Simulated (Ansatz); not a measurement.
# A computed series for hypothetical zinc blende BiB: pressure series

The reference is BiB in the zinc blende structure (space group F-43m, No. 216; a = 5.4556 Å; a hypothetical phase, not in the database extracts checked).

Cell and atoms are relaxed at each pressure.

All numbers come from PBEsol (Ansatz, a program for electronic structure, PAW, without spin-orbit coupling).

Computed cases, in order: pressure −2 GPa; pressure −1 GPa; 0 GPa (base); pressure 3 GPa; pressure 7 GPa; pressure 15 GPa; pressure 30 GPa; pressure 50 GPa; pressure 75 GPa; pressure 100 GPa.

Q: Between which two neighbouring cases does the gap turn between direct and indirect?

A: Between 0 GPa (base) (0.45 eV, direct at Γ) and pressure 3 GPa (0.59 eV, indirect, Γ → L). The whole series: pressure −2 GPa: 0.25 eV, direct at Γ; pressure −1 GPa: 0.35 eV, direct at Γ; 0 GPa (base): 0.45 eV, direct at Γ; pressure 3 GPa: 0.59 eV, indirect, Γ → L; pressure 7 GPa: 0.58 eV, indirect, Γ → a point along ⟨100⟩, about 0.9 Å⁻¹ from Γ; pressure 15 GPa: 0.54 eV, indirect, Γ → a point along ⟨100⟩, about 1.0 Å⁻¹ from Γ; pressure 30 GPa: 0.48 eV, indirect, Γ → a point along ⟨100⟩, about 1.0 Å⁻¹ from Γ; pressure 50 GPa: 0.43 eV, indirect, Γ → a point along ⟨100⟩, about 1.0 Å⁻¹ from Γ; pressure 75 GPa: 0.39 eV, indirect, Γ → Γ–X (76 % along); pressure 100 GPa: 0.36 eV, indirect, Γ → Γ–X (78 % along).

With Bi present, leaving out spin-orbit coupling can change the band edges. Load acts through the strain it causes; cell and atoms are relaxed under it. Whether these cells are dynamically stable was not tested. Competing high-pressure phases were not computed. The zero or small gap of BiB under pressure −2 GPa can change with the level of theory.
